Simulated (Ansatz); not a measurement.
Base system: SiO2 in the rutile structure (space group P4_2/mnm, No. 136; a = 4.1945 Å, c = 2.6785 Å). Axes: x, y, z lie along a, b, c of the conventional cell.

Method: PBEsol in Ansatz (plane waves to 420 eV, PAW, scalar-relativistic without spin-orbit coupling).

Before the change:

Electron mass: 0.37 mₑ along c, 0.47 mₑ across (at Γ)
Valence-band top at Γ: 0.00, -0.88, -0.88 eV
Pressure: 0.0 kbar

Perturbation: uniaxial strain ε_zz = +2.40 %, all other strain components held at zero, atoms relaxed at fixed cell.

### Question
Estimate the effect on the electron mass.

### Answer
The electron mass becomes 0.34 mₑ along z, 0.45 mₑ across (at Γ) (base: 0.37 mₑ along c, 0.47 mₑ across (at Γ)).

### Question
What does the calculation give for the valence-band top at Γ after the change?

### Answer
The valence-band top at Γ (three highest levels, from the VBM) becomes 0.00, -0.84, -0.84 eV (base: 0.00, -0.88, -0.88 eV).

### Question
What happens to the pressure?

### Answer
The pressure (mean of the normal stresses, compression positive) goes from zero to -80.9 kbar.

The levels and masses belong to the bands next to the band gap. Masses are band curvatures over ±0.01 Å⁻¹ around the edge. Stability against distortions was not tested.

Ansatz is a program for electronic structure.
